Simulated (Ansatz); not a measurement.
Take InP in the zinc blende structure (space group F-43m, No. 216; a = 5.878 Å) as the base. Axes: x, y, z lie along the cube axes.

Method: PBEsol (Ansatz, a first-principles code), no SOC.

For the base:

| Item | Value |
|---|---|
| Valley order | Γ 0.57 eV; L along ⟨111⟩ 1.38 eV; X along ⟨100⟩ 1.65 eV |

Modification: compressive biaxial strain of 1.25 % in the plane normal to [111], as in epitaxy on a mismatched substrate; the out-of-plane cell vector and the atoms relax.

Task: Predict the new valley order and out-of-plane strain.

Result: The valley order (the lowest conduction-band minima on the path, energy above the VBM, named in the base's zone) changes from Γ 0.57 eV; L along ⟨111⟩ 1.38 eV; X along ⟨100⟩ 1.65 eV to Γ 0.60 eV; L along [1-11] 1.32 eV; X along [100] 1.55 eV; L along [111] 1.55 eV; the out-of-plane strain comes out as +0.77 %.

The levels and masses belong to the bands next to the band gap. Whether these cells are dynamically stable was not tested.
